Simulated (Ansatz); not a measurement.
Consider Mo in the bcc (W type) structure (space group Im-3m, No. 229; a = 3.130 Å; relaxed with 0.1 eV smearing). Axes: x, y, z lie along the cube axes.

All numbers come from Ansatz (a program for electronic structure), PBEsol, PAW, cutoff 420 eV, without spin-orbit coupling.

Base values:

* **Pressure**: 0.0 GPa

Now apply this change: compressive biaxial strain of 1.50 % in the plane normal to [001], as in epitaxy on a mismatched substrate; the out-of-plane cell vector and the atoms relax.

**Question.** How does this affect the pressure?

**Answer.** The pressure (mean of the normal stresses, compression positive) goes from zero to 5.7 GPa.

**Question.** How does this affect the ratio −ε⊥/ε∥?

**Answer.** The ratio −ε⊥/ε∥ is 0.74.

No phonon test of stability was made. All final runs are without spin polarisation.
